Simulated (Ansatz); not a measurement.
Terminations of the (100) surface of fcc Pt, measured from the surface 'clean 1x1'. Atoms come from or go to: Cu: fcc Cu, Ir: fcc Ir, Mo: bcc Mo, Ni: fcc Ni, ferromagnetic, Pt: fcc Pt, Ru: hcp Ru, Sc: hcp Sc, Ti: hcp Ti, Zn: hcp Zn, Zr: hcp Zr. ΔE is the energy of forming the row's surface from that one (negative: more stable at these reservoirs); the vacuum level's shift is aligned on the shared bottom. No zero-point or thermal terms. These are constructed structures in small cells; real faces may alloy, dewet or reconstruct in larger ones, and not all known structures of the face are among them. Slabs of about 10 Å with all that they carry, Fermi-Dirac smearing of 0.1 eV. Bottom of the slabs: a bare face, its two planes held. Relaxed from the named starts with such symmetry as they have, on meshes of like density; energies extrapolated to zero smearing; no spin-orbit coupling, no U. Spin-polarised runs, if any, are marked in brackets, and their order is one that fits the cell; the others ran without spin. A dash marks a value that is undefined for that row (no clear gap, or no work function of a gapped slab) or was not read reliably on its mesh.

All values below come from PBE (plane waves to 420 eV, PAW; Ansatz, an electronic-structure program).

```tsv
surface	atoms added per 1x1	ΔE per 1x1 (eV)	shift of the vacuum level (eV)	work function (eV)
a layer of Sc in place of the second plane	-1 Pt, +1 Sc	-2.84	-1.12	4.55
a pseudomorphic layer of Ir in the host's stacking	+1 Ir	0.72	0.03	5.69
a pseudomorphic layer of Ti in the host's stacking	+1 Ti	…	-1.14	4.52
a pseudomorphic layer of Zr in the host's stacking	+1 Zr	-0.82	-1.34	4.32
a layer of Ni in place of the second plane [spin, 1.4 μB a cell]	+1 Ni, -1 Pt	…	-0.11	5.55
a layer of Ti in place of the second plane	-1 Pt, +1 Ti	…	-1.10	4.58
a pseudomorphic layer of Zn in the host's stacking	+1 Zn	…	-1.81	3.85
one row in 3 of the top plane missing	-0.333 Pt	0.02	-0.17	5.50
a pseudomorphic layer of Mo in the host's stacking	+1 Mo	0.40	-0.76	4.89
a pseudomorphic layer of Cu in the host's stacking	+1 Cu	-0.33	-1.28	4.39
a pseudomorphic layer of Ru in the host's stacking	+1 Ru	0.81	-0.52	5.13
one row in 4 of the top plane missing	-0.25 Pt	0.00	-0.14	5.51
```

Task: Complete the blanks.

Result: 
- a pseudomorphic layer of Ti in the host's stacking, ΔE per 1x1 (eV): -0.88
- a layer of Ni in place of the second plane [spin, 1.4 μB a cell], ΔE per 1x1 (eV): -0.27
- a layer of Ti in place of the second plane, ΔE per 1x1 (eV): -2.71
- a pseudomorphic layer of Zn in the host's stacking, ΔE per 1x1 (eV): -1.05
